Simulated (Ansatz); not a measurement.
Consider ZnS in the zinc blende structure (space group F-43m, No. 216).

```
CELL_PARAMETERS angstrom
      0.00000     2.69520     2.69520
      2.69520     0.00000     2.69520
      2.69520     2.69520     0.00000
ATOMIC_POSITIONS crystal
  S  0.75000 0.75000 0.75000
  Zn 0.00000 0.00000 0.00000
```

Cartesian axes are those of the cell as printed.

Computed with DFT with r2SCAN, PAW potentials and a 500 eV plane-wave cutoff in Ansatz (a quantum-chemistry and plane-wave program), spin-orbit coupling left out, earlier PAW set.

For the base:

| Property | Value |
|---|---|
| Valence-band top at Γ | 0.00, 0.00, 0.00 eV |
| Pressure | 0.0 kbar |

Modification: uniaxial strain ε_xx = −5.50 %, all other strain components held at zero; the atoms relax in the strained cell.

**Question.** Estimate the effect on the valence-band top at Γ.

**Answer.** The valence-band top at Γ (three highest levels, from the VBM) changes from 0.00, 0.00, 0.00 eV to 0.00, -0.19, -0.19 eV.

**Question.** How does this affect the pressure?

**Answer.** The pressure (mean of the normal stresses, compression positive) goes from zero to 48.9 kbar.

The levels and masses belong to the bands next to the band gap. Stability against distortions was not tested.
